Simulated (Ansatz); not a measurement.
**Convergence study of the k-point mesh at a smearing width of 0.02 eV for ZnNi (P4mm, 2 atoms in the cell)**

```
ZnNi
1.0
    2.71006     0.00000     0.00000
    0.00000     2.71006     0.00000
    0.00000     0.00000     3.19786
Zn Ni
1 1
Direct
  0.50000   0.50000   0.51563
  0.00000   0.00000   0.00000
```

Method of the run: LDA (PW92), default PAW files made with PBE (plane waves; Ansatz, a program for electronic structure).

Base settings: basis.ecutwfc = 420 eV; kpoints.mp_grid.grid = 12 12 10; hamiltonian.xc = lda; hamiltonian.pseudopotentials = {kind: paw} (the program's default PAW files); scf.occupations.method = fermi_dirac; scf.occupations.width = 0.1 eV.

In this ladder: scf.occupations.width = 0.02 eV.

Only quantities that move along the ladder and can be compared are tabulated.

The count of work is k-points × plane waves × bands × iterations; it is no time. 

The starting cell comes from a database of computed structures (which also holds hypothetical and non-ambient phases and stackings), without a prior relaxation at this level. Its lattice was rescaled by up to half a per cent. One atom was moved a little off its site on purpose. Spin polarisation is off. In the base run, with a pressure of about -10 GPa the cell is away from its equilibrium volume at this level. Ansatz's pressure includes its estimate of the finite-basis (Pulay) stress.

```tsv
kpoints.mp_grid.grid	free energy less the last step's (meV/atom)	pressure (GPa)	largest difference of a force vector from the last step's (eV/Å)	count of work / last
4 4 4	14.62	-9.48	0.008	0.012
5 5 4	2.30	-9.85	0.009	0.012
6 6 5	8.79	-9.69	0.004	0.019
8 8 6	-3.23	-9.98	0.008	0.038
9 9 8	1.69	-9.86	0.007	0.048
11 11 9	-1.76	-9.98	0.002	0.067
13 13 11	0.12	-9.93	0.001	0.11
16 16 14	0.18	-9.91	0.002	0.23
19 19 17	0.31	-9.90	0.000	0.32
24 24 20	0.00	-9.90	0.000	0.64
29 29 24	0.00	-9.89	0.000	1.0
```

Coarsest kpoints.mp_grid.grid that holds the pressure within 0.05 GPa of the last step, with all finer ones: 13 13 11, at 0.11 of the last step's count of work; the step before is off by 0.08 GPa.

Coarsest kpoints.mp_grid.grid that holds the free energy within 2 meV/atom of the last step, with all finer ones: 9 9 8, at 0.048 of the last step's count of work; the step before is off by 3.2 meV/atom.

Coarsest kpoints.mp_grid.grid that holds the forces within 0.005 eV/Å of the last step, with all finer ones: 11 11 9, at 0.067 of the last step's count of work; the step before is off by 0.007 eV/Å.

Keys are those of Ansatz 0.2.
